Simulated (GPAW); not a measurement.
**Energy against c/a at fixed volume: hcp Be (space group 194) (GPAW, PBEsol)**

```
Be
1.0
    2.29359     0.00000     0.00000
   -1.14679     1.98631     0.00000
    0.00000     0.00000     3.44219
Be
2
Cartesian
  1.14680   0.66210   2.58164
  0.00000   1.32420   0.86055
```

Method of the run: PBEsol, GPAW PAW datasets PBEsol (made by gpaw-setup) (plane waves; GPAW). Settings: mode = pw; ecut = 780 eV; xc = PBEsol; kpts = 34 34 18; mesh shift (steps) = 0 0 0; occupations.name = fermi-dirac; occupations.width = 0.05 eV; nbands = -6; convergence.density = 1e-06 e/electron; convergence.energy = 1e-06 eV/electron; symmetry.symmorphic = false; symmetry.tolerance = 0.0005; maxiter = 100. The cell above is the first row's. The rows change c/a at fixed volume. In all rows fractional positions and the k mesh are held. E is the free energy at the stated smearing, counted from the lowest row.

| c/a | E (meV/atom) |
|---|---|
| 1.5008 | ? |
| 1.5164 | 8.28 |
| 1.5321 | 4.44 |
| 1.5477 | 1.79 |
| 1.5633 | 0.31 |
| 1.5790 | 0.00 |
| 1.5946 | 0.85 |
| 1.6102 | 2.85 |
| 1.6259 | 5.93 |

Q: Fit E against c/a with a cubic, and predict the withheld value at c/a = 1.5008.

A: With u = c/a - 1.57, the rows have u = -0.05360, -0.03790, -0.02230, -0.00670, 0.00900, 0.02460, 0.04020, 0.05590. Least squares gives E = 0.044 - 24.95·u + 2369.4·u² - 644·u³. Residuals (row less fit): -0.008, 0.012, 0.004, -0.008, -0.011, -0.005, 0.022, -0.011; standard error 0.016 (degrees of freedom: 4). The fitted curve has its minimum at c/a = 1.58, where E = -0.02. To one more digit the minimum is at c/a = 1.575; the ideal close-packed ratio is 1.633. At the withheld row, u = -0.06920, so E = 0.044 - 24.95 × (-0.06920) + 2369.4 × (-0.06920)² - 644 × (-0.06920)³ = 13.330 meV/atom. The calculation gives 13.33 meV/atom, which the fit meets to the printed digits. The row lies outside the fitted rows, so this is an extrapolation. From the scatter of the fitted rows alone, a prediction at this place has a standard error of 0.042 meV/atom, so the miss is 0.0 times that.

Carrying the step between the two nearest rows on in a straight line would have given 12.10, off by 1.23; series whose last step already gives the withheld value aren't shown. The reference cell has the volume at which an earlier scan in this program and functional put its minimum by a fit; axis ratios and inner coordinates come from a measured-size cell. The runs keep the symmetry of the cell, so they don't test it for distortions. The best c/a moves a little with volume. In metals such curves are sensitive to mesh and smearing. Cutoffs and mesh are single choices, not tested for convergence of this quantity. Series with a scatter that would blur these digits, or in which a gap closes, are not shown. Strain series were run only where this level's volume lies within 10 % of a first guess from the measured size.
